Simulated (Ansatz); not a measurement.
The reference is AgRhO$_{2}$ (space group R-3m, No. 166; a = 3.054 Å, c = 18.576 Å (hexagonal axes); a model cell, its experimental status unchecked).

All numbers come from PBEsol/PAW in Ansatz (a quantum-chemistry and plane-wave program), without spin-orbit coupling.

One change was made to it. Results:

```tsv
quantity	base	after
lattice parameter a	5.770 bohr	5.574 bohr
band gap	0.42 eV	0.49 eV
```

Q: Which change produced these results?
A. pressure 30 GPa
B. pressure 15 GPa
C. pressure 100 GPa
D. pressure −2 GPa

A: B, pressure 15 GPa. For comparison, the band gap in the other runs: pressure 30 GPa gives 0.54 eV; pressure 100 GPa gives zero; pressure −2 GPa gives 0.41 eV.

Load acts through the strain it causes; cell and atoms are relaxed under it. No phonon test of stability was made. No other phases were tried under pressure. No Hubbard U is applied, and correlation can decide whether such a compound is a metal. All final runs are without spin polarisation. Gaps under 0.05 eV, about the width of the smearing, are given as zero. A zero or small gap of AgRhO2 under pressure 100 GPa can be the functional's error rather than a property of the material.
